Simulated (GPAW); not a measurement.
**Equation of state of bcc Ba (space group 229): energy against volume (GPAW, PBE)**

```xyz
1
Lattice="-2.4654 2.4654 2.4654 2.4654 -2.4654 2.4654 2.4654 2.4654 -2.4654" Properties=species:S:1:pos:R:3 pbc="T T T"
Ba     0.0000     0.0000     0.0000
```

Computed with PBE, GPAW PAW datasets PBE (gpaw-data 1.0.1) (plane waves; GPAW). Settings: mode = pw; ecut = 585 eV; xc = PBE; kpts = 16 16 16; mesh shift (steps) = 0 0 0; occupations.name = fermi-dirac; occupations.width = 0.05 eV; nbands = -9; convergence.density = 1e-05 e/electron; symmetry.symmorphic = false; symmetry.tolerance = 0.0005; maxiter = 120. The cell above is the first row's. The rows scale it uniformly. In all rows the k mesh is held. E is the free energy at the stated smearing, counted from the lowest row.

```
V (Å^3/atom)  E (meV/atom)
------------  ------------
59.939                6.27
61.242                2.50
62.545                0.51
63.848                0.00
65.151                0.94
66.454                3.21
67.757                6.73
69.060               11.38
70.363                   ?
```

### Question
Using the third-order Birch-Murnaghan form, a cubic in V^(-2/3), estimate the missing E at V = 70.363 from the other rows, showing the fit.

### Answer
With u = V^(-2/3) - 0.0623, the rows have u = 0.0029921, 0.0020626, 0.0011656, 0.0002992, -0.0005383, -0.0013483, -0.0021322, -0.0028915. Least squares gives E = 0.171 - 888.4·u + 1005569·u² - 9550327·u³. Residuals (row less fit): 0.010, -0.033, 0.023, 0.005, -0.002, -0.010, 0.001, 0.002; standard error 0.022 (degrees of freedom: 4). Its minimum lies at u = 0.0004446, so V0 = (0.0627446)^(-3/2) = 63.63. There d²E/du² = 1986000 and d³E/du³ = -5.730e7, so B0 = (4/9) × 63.63^(-7/3) × 1986000 × 0.160218 = 8.75 GPa (the last factor turns the table's units into GPa), and B0' = 4 + (2/3) × 0.0627446 × (-5.730e7)/1986000 = 2.8. The program's pressures in the fitted runs (not shown) pass through zero at V = 63.61, 0.02 % from this V0. At the withheld row, u = -0.0036272, so E = 0.171 - 888.4 × (-0.0036272) + 1005569 × (-0.0036272)² - 9550327 × (-0.0036272)³ = 17.079 meV/atom. The calculation gives 17.26 meV/atom, 0.181 meV/atom above the prediction (1.0 % of the range of E in the table). The row lies outside the fitted rows, so this is an extrapolation. From the scatter of the fitted rows alone, a prediction at this place has a standard error of 0.052 meV/atom, so the miss is 3.5 times that.

Carrying the step between the two nearest rows on in a straight line would have given 16.03, off by 1.23; series whose last step already gives the withheld value aren't shown. The scan was laid around a cell of about the measured size, scaled by a guess for this functional. Spin-orbit coupling is off. Cutoffs and mesh are single choices, not tested for convergence of this quantity. Series with a scatter that would blur these digits, or in which a gap closes, are not shown. Nor are scans whose minimum lies at an end fitted in this form.

Terms beyond the fitted order, or numerical noise in single rows, can give a miss of this size; the table doesn't tell which.
